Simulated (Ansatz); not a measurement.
The parent structure is TiN in the rock salt structure (space group Fm-3m, No. 225; relaxed with 0.1 eV smearing).

```
TiN
1.0
    0.00000     2.10227     2.10227
    2.10227     0.00000     2.10227
    2.10227     2.10227     0.00000
Ti N
1 1
Direct
  0.00000   0.00000   0.00000
  0.50000   0.50000   0.50000
```

Cartesian axes are those of the cell as printed.

Calculations: Ansatz (an electronic-structure program), PBEsol, PAW, cutoff 420 eV, scalar-relativistic without spin-orbit coupling.

Base values:

The pressure is 0.0 GPa and the shortest interatomic distance is 2.102 Å.

Now apply this change: the cell is compressed by 0.97 % along z with no lateral relaxation; the atoms relax in the strained cell.

Question: How does this affect the pressure?

Answer: The pressure (mean of the normal stresses, compression positive) goes from zero to 3.0 GPa.

Question: What happens to the energy relative to the base?

Answer: The energy rises by 1.8 meV/atom.

Question: Estimate the effect on the shortest interatomic distance.

Answer: The shortest interatomic distance shrinks by 0.020 Å to 2.082 Å.

No phonon test of stability was made. The base started in Pnma and relaxed to Fm-3m at this level. All final runs are without spin polarisation. An odd electron count without spin: TiN.
